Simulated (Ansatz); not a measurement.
The parent structure is GaN in the wurtzite structure (space group P6_3mc, No. 186; a = 3.152 Å, c = 5.138 Å). Axes: x lies along a and z along c of the hexagonal cell.

Calculations: LDA, PAW, 420 eV (Ansatz, a first-principles code; no spin-orbit coupling).

Base values:

The electron mass comes out as 0.18 mₑ along c, 0.20 mₑ across (at Γ).

One thing is altered: the cell is compressed by 1.20 % along z with no lateral relaxation, atoms relaxed at fixed cell.

Q: Predict the new electron mass.

A: The electron mass goes from 0.18 mₑ along c, 0.20 mₑ across (at Γ) to 0.19 mₑ along z, 0.20 mₑ across (at Γ).

Q: How does this affect the energy relative to the base?

A: The energy rises by 2.0 meV/atom.

Q: What happens to the stress?

A: The stress (xx, yy, zz, yz, xz, xy; compression positive) is (1.28, 1.28, 5.01, 0.00, 0.00, 0.00) GPa.

The levels and masses belong to the bands next to the band gap. The cells carry an imposed strain or load. Effective masses come from finite differences of ±0.01 Å⁻¹. Stability against distortions was not tested.
